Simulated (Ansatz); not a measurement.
Ir, response to strain

The parent structure is Ir in the fcc (Cu type) structure (space group Fm-3m, No. 225; a = 3.8118 Å; relaxed with 0.1 eV smearing). Axes: x, y, z lie along the cube axes.

Strains are applied to the cell and any free atomic positions relax.

Computed with LDA/PAW in Ansatz (a program for electronic structure), spin-orbit coupling left out.

Candidates:
(a) uniaxial strain ε_zz = −2.00 %
(b) uniaxial strain ε_zz = +1.00 %
(c) uniaxial strain ε_zz = +1.50 %
(d) uniaxial strain ε_zz = +2.00 %

Notes on the quantities. energy relative to the base: free energy F.

Order them by energy relative to the base, highest first.

(a) uniaxial strain ε_zz = −2.00 % (+12 meV/atom), (d) uniaxial strain ε_zz = +2.00 % (+11 meV/atom), (c) uniaxial strain ε_zz = +1.50 % (+6.3 meV/atom), (b) uniaxial strain ε_zz = +1.00 % (+2.8 meV/atom)

No phonon test of stability was made. The final runs are not spin-polarised.
